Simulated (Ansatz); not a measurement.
Take TaN in the rock salt structure (space group Fm-3m, No. 225; a = 4.3746 Å) as the base.

Modification: a hydrostatic pressure of 30 GPa.

Levels (all Ansatz, a program for electronic structure, PAW, earlier PAW set): PBEsol (420 eV, no spin-orbit coupling); r2SCAN (500 eV, scalar-relativistic without spin-orbit coupling).

The geometry is relaxed with PBEsol.

| Property | Result |
|---|---|
| PBEsol pressure | 30.0 GPa |

**Question.** Predict the pressure from r2SCAN.

**Answer.** The pressure goes up by 6.7 GPa, from 30.0 GPa to 36.7 GPa.

Single points use the geometry relaxed with PBEsol. Their cutoffs differ, which shifts pressures a little. Load acts through the strain it causes; cell and atoms are relaxed under it. Stability against distortions was not tested. Competing high-pressure phases were not computed. The final runs are not spin-polarised. This is not the structure that TaN has at room temperature and ambient pressure.
